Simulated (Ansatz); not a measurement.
All values below come from PBE (plane waves to 420 eV, PAW; Ansatz, a quantum-chemistry and plane-wave program).

Planar average of the electrostatic potential across the slab, in eV from the Fermi level, for a constructed model of the (111) surface of fcc Pd, a pseudomorphic layer of Pt in the other hollow (bottom of the slab: a bare face, its two planes held):

```tsv
z (Å)	V (eV)
3.89	5.21
4.17	5.21
4.44	5.21
4.72	5.21
5.00	5.20
5.28	5.19
5.56	5.16
5.83	5.11
6.11	4.99
6.39	4.74
6.67	4.20
6.94	3.02
7.22	0.16
7.50	-6.21
7.78	-13.27
8.06	-17.69
8.33	-15.88
8.61	-9.55
8.89	-2.59
9.17	1.07
9.44	0.29
9.72	-5.08
10.00	-12.17
10.28	-17.35
10.56	-16.87
10.83	-11.18
11.11	-4.13
11.39	0.51
11.67	0.57
11.94	-3.94
12.22	-10.98
12.50	-16.75
12.78	-17.45
13.06	-12.42
13.33	-5.37
13.61	0.06
13.89	0.89
14.17	-2.65
14.44	-9.56
14.72	-15.86
15.00	-17.84
15.28	-13.70
15.56	-6.79
15.83	-0.66
16.11	1.01
16.39	-1.61
16.67	-8.23
16.94	-14.89
17.22	-17.96
17.50	-14.81
17.78	-8.13
18.06	-1.54
18.33	1.02
18.61	-0.65
18.89	-6.76
19.17	-13.68
19.44	-17.87
19.72	-15.93
20.00	-9.66
20.28	-2.73
20.56	0.88
20.83	-0.03
21.11	-6.46
21.39	-15.99
21.67	-22.62
21.94	-22.86
22.22	-16.53
22.50	-6.87
22.78	0.57
23.06	3.51
23.33	4.75
23.61	5.30
23.89	5.55
24.17	5.66
24.44	5.71
24.72	5.73
25.00	5.74
25.28	5.74
25.56	5.75
25.83	5.75
26.11	5.75
```

Slab: 7 atoms, 13.8 Å thick at the start; k 15x15x1, smearing 0.1 eV, dipole-corrected; 2 atoms held, the rest relaxed; start symmetry kept, larger cells not searched; no spin, no spin-orbit, no U. In PBE it lies 0.04 eV a 1x1 cell over the lowest computed structure of the same composition (a pseudomorphic layer of Pt in the host's stacking).

Question: The surface cell has an area of 6.73 Å². What dipole along the normal does the step between the two vacuum levels imply?

Answer: the top vacuum level lies 0.53 eV above the bottom one; p = −ε₀ A ΔV (ε₀ = 0.005526 e/(V·Å)) gives -0.02 e·Å a cell.
